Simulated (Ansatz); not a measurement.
Ansatz (a quantum-chemistry and plane-wave program) run on SnO (Pm, 4 atoms in the cell): self-consistent single point.

Method of the run: PBEsol, default PAW files made with PBE (plane waves; Ansatz).

The change in words: lattice scaled by 0.98; basis.ecutwfc: 30.9 Ry → 27.9 Ry. Reference geometry:
```xyz
4
Lattice="3.3718 0.0000 0.0000 0.0000 5.7025 0.0000 0.0000 0.0000 4.2431" Properties=species:S:1:pos:R:3 pbc="T T T"
Sn     0.0000     1.3225     2.2273
Sn     1.6859     4.3800     0.0558
O      0.0000     5.0823     3.1266
O      1.6859     0.6201     1.0050
```

Reference input (self-consistent single point, DFT, PBEsol, plane waves, default PAW files made with PBE): basis.ecutwfc = 30.9 Ry; kpoints.mp_grid.grid = 6 4 5; hamiltonian.xc = pbesol; hamiltonian.pseudopotentials = {kind: paw} (the program's default PAW files); scf.occupations.method = fixed. This run's input differs from it in these lines:

Ansatz 0.2 input:
```diff
@@ -2,12 +2,12 @@
   lattice:
-    - [3.371775, 0.000000, 0.000000]
-    - [0.000000, 5.702470, 0.000000]
-    - [0.000000, 0.000000, 4.243080]
+    - [3.304339, 0.000000, 0.000000]
+    - [0.000000, 5.588421, 0.000000]
+    - [0.000000, 0.000000, 4.158218]
   atoms:
-    - { symbol: Sn, position_ang: [0.000000, 1.322460, 2.227295] }
-    - { symbol: Sn, position_ang: [1.685887, 4.380010, 0.055754] }
-    - { symbol: O, position_ang: [0.000000, 5.082326, 3.126556] }
-    - { symbol: O, position_ang: [1.685887, 0.620144, 1.005016] }
+    - { symbol: Sn, position_ang: [0.000000, 1.296011, 2.182748] }
+    - { symbol: Sn, position_ang: [1.652170, 4.292410, 0.054639] }
+    - { symbol: O, position_ang: [0.000000, 4.980680, 3.064025] }
+    - { symbol: O, position_ang: [1.652170, 0.607741, 0.984916] }
 basis:
-  ecutwfc: 30.9 Ry
+  ecutwfc: 27.9 Ry
 kpoints:
```

The program printed (abridged):

```
SCF iter   1: F=—  HF=-13020.998141 eV  |F-HF|=—  |Δ(HF+E_count)|=         —  Δρ=1.47e-2  dr2=1.49e-1  ethr=1.77e-3  ⟨swp⟩=5.0  Hψ=4067  notcnv=0  defer=88
all-band conjugate gradients solve this SCF's bands
preconditioner: auto → Resta (q_TF=auto, 2.447 Å⁻¹)
SCF iter   2: F=—  HF=-13020.971063 eV  |F-HF|=—  |Δ(HF+E_count)|=   2.71e-2  Δρ=6.00e-3  dr2=2.26e-2  ethr=3.73e-4  ⟨swp⟩=2.0  Hψ=1870  notcnv=0  defer=88
   [... lines left out ...]
SCF iter   5: F=—  HF=-13020.966426 eV  |F-HF|=—  |Δ(HF+E_count)|=   1.84e-5  Δρ=2.10e-4  dr2=3.11e-5  ethr=1.81e-7  ⟨swp⟩=2.0  Hψ=1496  notcnv=0  defer=8
SCF iter   6: F=—  HF=-13020.966422 eV  |F-HF|=—  |Δ(HF+E_count)|=   3.50e-6  Δρ=4.70e-5  dr2=1.38e-6  ethr=7.79e-8  ⟨swp⟩=2.0  Hψ=1373  notcnv=0  defer=5
SCF iter   7: F=—  HF=-13020.966422 eV  |F-HF|=—  |Δ(HF+E_count)|=   1.25e-7  Δρ=1.53e-5  dr2=1.68e-7  ethr=3.45e-9  ⟨swp⟩=2.6  Hψ=1760  notcnv=0  defer=5
SCF iter   8: F=-13020.966422 eV  HF=-13020.966422 eV  |F-HF|=2.25e-9  |Δ(HF+E_count)|=   4.07e-8  Δρ=2.33e-6  dr2=4.49e-9  ethr=2.50e-10  ⟨swp⟩=7.7  Hψ=5022  notcnv=0
SCF 1 converged in 8 iterations: F = -13020.966422 eV  dr2 = 4.49e-9
Free energy (F): -13020.966422 eV
Internal energy: -13020.966422 eV  (E = F + TS)
E sigma→0 (E₀):  -13020.966422 eV
Fermi energy:    7.767582 eV
--- Forces (eV/Å), atoms counted from 1 ---
  atom   1  Sn    -0.00000000     0.14644380    -0.31645219
  atom   2  Sn     0.00000000    -0.17083349     0.17478452
  atom   3  O     -0.00000000    -0.04376852    -0.01527142
  atom   4  O      0.00000000     0.06815386     0.15692662
--- Stress (GPa, compression-positive) ---
       -0.498312      -0.000000      -0.000000
       -0.000000       0.969754      -0.994103
       -0.000000      -0.994103      -0.441046
  P = ⅓ Tr σ = 0.0101 GPa (0.101 kbar)
  The stress holds the Pulay correction. Without it, at fixed plane waves, as pw.x and ABINIT print it: P = -1.4224 GPa
```

The run converged in 8 iterations. Against the reference run the free energy goes down by 2.0 meV/atom, the pressure goes from -4.44 to 0.01 GPa, the largest force goes from 0.840 to 0.349 eV/Å and the gap on the mesh goes from 1.596 to 1.518 eV.

The starting cell comes from a database of computed structures (which also holds hypothetical and non-ambient phases and stackings), without a prior relaxation at this level. Its lattice was rescaled by up to half a per cent. One atom was moved a little off its site on purpose. For this run, on top of that: lattice scaled by 0.98. Ansatz's pressure includes its estimate of the finite-basis (Pulay) stress. Without the estimate this run gives -1.42 GPa. The cutoff lies below the one recommended for these files.
